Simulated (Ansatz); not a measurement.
A computed series for WC: response to strain

Consider WC (space group P-6m2, No. 187; a = 2.8993 Å, c = 2.8271 Å; relaxed with 0.1 eV smearing). Axes: x lies along a and z along c of the hexagonal cell.

Strains are applied to the cell and any free atomic positions relax.

Levels (all Ansatz, an electronic-structure program, PAW, earlier PAW set): PBEsol (420 eV, scalar-relativistic without spin-orbit coupling); r2SCAN (500 eV, no spin-orbit coupling); PBEsol+SOC (420 eV, with spin-orbit coupling).

Pressures by level, all at the geometries relaxed with PBEsol:

| case | PBEsol | r2SCAN | PBEsol+SOC |
|---|---|---|---|
| base | 0.0 GPa | 5.2 GPa | -0.3 GPa |
| isotropic strain −5.57 % | 100.8 GPa | 109.4 GPa | 100.1 GPa |
| uniaxial strain ε_xx = −2.22 % | 9.2 GPa | [?] | 8.9 GPa |
| strain tensor (xx, yy, zz, yz, xz, xy) = (+1.00, −2.23, −0.12, −0.15, −0.63, +0.37) % | 5.8 GPa | 11.2 GPa | 5.5 GPa |
| strain tensor (xx, yy, zz, yz, xz, xy) = (+0.40, +1.19, −1.42, +1.51, −0.97, +0.84) % | 1.1 GPa | [?] | 0.8 GPa |

**Question.** Some entries are withheld; estimate them.

**Answer.** 
- uniaxial strain ε_xx = −2.22 %, r2SCAN: 14.8 GPa
- strain tensor (xx, yy, zz, yz, xz, xy) = (+0.40, +1.19, −1.42, +1.51, −0.97, +0.84) %, r2SCAN: 6.3 GPa

Single points use the geometry relaxed with PBEsol. Their cutoffs differ, which shifts pressures a little. Differences between runs with and without spin-orbit coupling are approximate. Whether these cells are dynamically stable was not tested. The runs without spin-orbit coupling are not spin-polarised.
